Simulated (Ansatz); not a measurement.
Start from BeTe in the zinc blende structure (space group F-43m, No. 216).

```
BeTe
1.0
    0.00000     2.83183     2.83183
    2.83183     0.00000     2.83183
    2.83183     2.83183     0.00000
Te Be
1 1
Direct
  0.75000   0.75000   0.75000
  0.00000   0.00000   0.00000
```

Levels (all Ansatz, a program for electronic structure, PAW): PBE (420 eV, no spin-orbit coupling); HSE06 (420 eV, no spin-orbit coupling).

The geometry is relaxed with PBE.

| Item | Value |
|---|---|
| PBE lowest conduction level above the VBM at special points | X 2.03 eV; U 2.74 eV; K 2.74 eV; Γ 3.64 eV |

With HSE06 at the same geometry, the lowest conduction level above the VBM at special points changes from X 2.03 eV; U 2.74 eV; K 2.74 eV; Γ 3.64 eV to X 2.70 eV; U 3.46 eV; K 3.46 eV; Γ 4.49 eV.

Single points use the geometry relaxed with PBE. HSE06 was sampled on its mesh, a few special points and the semilocal edge points, so its gap is an upper bound. The levels and masses belong to the bands next to the band gap. No phonon test of stability was made.
